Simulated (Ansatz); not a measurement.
Start from Mg2Sn (space group Fm-3m, No. 225; relaxed with 0.1 eV smearing).

```
Mg2Sn
1.0
    0.00000     3.33192     3.33192
    3.33192     0.00000     3.33192
    3.33192     3.33192     0.00000
Mg Sn
2 1
Direct
  0.25000   0.25000   0.25000
  0.75000   0.75000   0.75000
  0.00000   0.00000   0.00000
```

Cartesian axes are those of the cell as printed.

All numbers come from Kohn–Sham DFT with the LDA functional, run in Ansatz (a quantum-chemistry and plane-wave program) with PAW and 420 eV plane waves, without spin-orbit coupling.

Base values:

- Pressure = 0.0 GPa

The change: compressive biaxial strain of 1.67 % in the plane normal to [111], as in epitaxy on a mismatched substrate; the out-of-plane cell vector and the atoms relax.

What does the calculation give for the ratio −ε⊥/ε∥, pressure and energy relative to the base after the change?

The ratio −ε⊥/ε∥ amounts to 0.55; the pressure (mean of the normal stresses, compression positive) goes from zero to 1.2 GPa; the energy grows by 4.6 meV/atom.

Stability against distortions was not tested.
